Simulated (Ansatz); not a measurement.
What pressure 75 GPa does to Zr

Take Zr in the hcp (Mg type) structure (space group P6_3/mmc, No. 194; a = 3.2460 Å, c = 5.1507 Å) as the base.

It is then changed as follows: a hydrostatic pressure of 75 GPa.

Method: Kohn–Sham DFT with the r2SCAN functional, run in Ansatz (a quantum-chemistry and plane-wave program) with PAW and 500 eV plane waves, spin-orbit coupling left out. Γ-centred 16×16×9 mesh, Fermi–Dirac width 0.05 eV.

* **Volume per atom**: 15.23 Å³ (base 23.50 Å³)
* **Density**: 9.95 g/cm³ (base 6.45 g/cm³)
* **c/a ratio**: 1.782 (base 1.587)
* **Shortest interatomic distance**: 2.702 Å (base 3.185 Å)
* **Enthalpy H = E + PV relative to the base's energy**: +8.60 eV/atom
* **Band gap**: zero (base zero)

Load acts through the strain it causes; cell and atoms are relaxed under it. Stability against distortions was not tested. The final runs are not spin-polarised. Measured, Zr leaves this structure (for the ω phase) near 3 GPa (temperature not stated; as listed in C. Cazorla, D. Alfè, M. J. Gillan, Physical Review B (2008)).
